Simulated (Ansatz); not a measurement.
Consider CdSe in the zinc blende structure (space group F-43m, No. 216; a = 6.196 Å).

The values are results of plane-wave PAW DFT at the PBE level (Ansatz, a first-principles code, 420 eV), no SOC, not measurements.

For the base:

```
Property                             Value
-------------  ---------------------------
Band gap                           0.49 eV
Hole mass      0.054, 0.73, 0.73 mₑ (at Γ)
Gap character                  direct at Γ
Electron mass              0.052 mₑ (at Γ)
```

Now apply this change: an isotropic linear strain of −0.30 %; the atoms relax in the strained cell.

Predict the new band gap, hole mass, energy relative to the base, gap character and electron mass.

The band gap goes up by 0.02 eV, from 0.49 eV to 0.51 eV; the hole mass (degenerate bands, along [100]) changes from 0.054, 0.73, 0.73 mₑ (at Γ) to 0.055, 0.72, 0.72 mₑ (at Γ); the energy rises by 0.3 meV/atom; the gap character is still direct at Γ; the electron mass becomes 0.053 mₑ (at Γ) (base: 0.052 mₑ (at Γ)).

Masses are band curvatures over ±0.01 Å⁻¹ around the edge. Stability against distortions was not tested.
